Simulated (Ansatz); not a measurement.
Consider InSb in the zinc blende structure (space group F-43m, No. 216; a = 6.5561 Å). Axes: x, y, z lie along the cube axes.

Structures relaxed with Ansatz (an electronic-structure program) r2SCAN, scalar-relativistic without spin-orbit coupling.

Base:

Simulated powder pattern, Cu Kα1, λ = 1.54056 Å (kinematic, ideal powder, no thermal factors, no anomalous dispersion; the 10 strongest lines at most, above 2 %, up to 2θ = 90°):

| 2θ (°) | I/Imax (%) | hkl |
|---|---|---|
| 23.48 | 100 | (111) |
| 38.82 | 80 | (220) |
| 45.87 | 49 | (311) |
| 56.06 | 13 | (400) |
| 61.61 | 20 | (331) |
| 70.28 | 27 | (422) |
| 75.25 | 15 | (511) |
| 83.31 | 8.4 | (440) |
| 88.07 | 15 | (531) |

After one change:

Simulated powder pattern, Cu Kα1, λ = 1.54056 Å (kinematic, ideal powder, no thermal factors, no anomalous dispersion; the 10 strongest lines at most, above 2 %, up to 2θ = 90°):

```tsv
2θ (°)	I/Imax (%)
23.16	100
23.71	34
38.16	55
38.85	52
45.11	17
45.42	35
46.02	15
55.59	18
60.52	14
69.43	18
```

Question: Which of these changes matches the shifts?
A. biaxial strain +0.83 %, plane normal [111], relaxed out of plane
B. biaxial strain +1.25 %, plane normal [111], relaxed out of plane
C. biaxial strain +2.50 %, plane normal [111], relaxed out of plane
D. biaxial strain +1.67 %, plane normal [111], relaxed out of plane

Answer: D, biaxial strain +1.67 %, plane normal [111], relaxed out of plane. Its volume per atom is 36.07 Å³ against 35.23 Å³, and its space group is R3m (No. 160).

No phonon test of stability was made. The final runs are not spin-polarised.
